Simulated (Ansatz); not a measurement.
```
Ba2N
1.0
    1.96146     1.13245     7.49241
   -1.96146     1.13245     7.49241
    0.00000    -2.26490     7.49241
Ba N
2 1
Direct
  0.73244   0.73244   0.73244
  0.26756   0.26756   0.26756
  0.00000   0.00000   0.00000
```

Computed with PBEsol, DFPT electron-phonon coupling, linearised Boltzmann equation (plane waves, PAW, scalar-relativistic; Ansatz, a first-principles code). How the cell was made: relaxed with this functional, without spin-orbit coupling.

Question: Estimate the phonon-limited resistivity at 300 K, by direction if it differs.

Answer: 80 (x), 80 (y), 480 (z) μΩ·cm.

A metal at this level (no band gap). Only scattering by harmonic phonons is included (no impurities, grain boundaries, electron-electron scattering or thermal expansion). Spin-orbit coupling is left out. Values near or above 100 μΩ·cm, or paths under about 2 nm, lie near resistivity saturation, where the Boltzmann equation overshoots. The run warned that the eigensolver left some states short of its tolerance. Halving the electron mesh (24x24x24) moves the resistivity by up to 14 % at 300 K. Smearing 0.20 eV; phonons on a 4x4x4 q mesh, which this run doesn't test.

Formula and space group known from diffraction (Crystallography Open Database), not checked to be the room-temperature form: Ba2N (R-3m).
